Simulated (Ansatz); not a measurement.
Start from GaCuSe2 in the chalcopyrite structure (space group I-42d, No. 122; a = 5.672 Å, c = 11.263 Å). Axes: x, y, z lie along a, b, c of the conventional cell.

All numbers come from DFT with PBE, PAW potentials and a 420 eV plane-wave cutoff in Ansatz (a quantum-chemistry and plane-wave program), scalar-relativistic without spin-orbit coupling.

Strains are applied to the cell and any free atomic positions relax.

One change was made to it. Results:

```tsv
quantity	base	after
pressure (mean of the normal stresses, compression positive)	0.0 GPa	1.4 GPa
energy relative to the base (free energy F)	0 meV/atom	+3.1 meV/atom
```

Task: Which of these changes matches the shifts?
(A) uniaxial strain ε_zz = −1.50 %
(B) uniaxial strain ε_zz = −3.00 %
(C) uniaxial strain ε_zz = −0.75 %
(D) uniaxial strain ε_zz = −2.25 %

Result: D, uniaxial strain ε_zz = −2.25 %. For comparison, the energy relative to the base in the other runs: uniaxial strain ε_zz = −1.50 % gives +1.4 meV/atom; uniaxial strain ε_zz = −3.00 % gives +5.5 meV/atom; uniaxial strain ε_zz = −0.75 % gives +0.3 meV/atom.

Stability against distortions was not tested. All final runs are without spin polarisation.
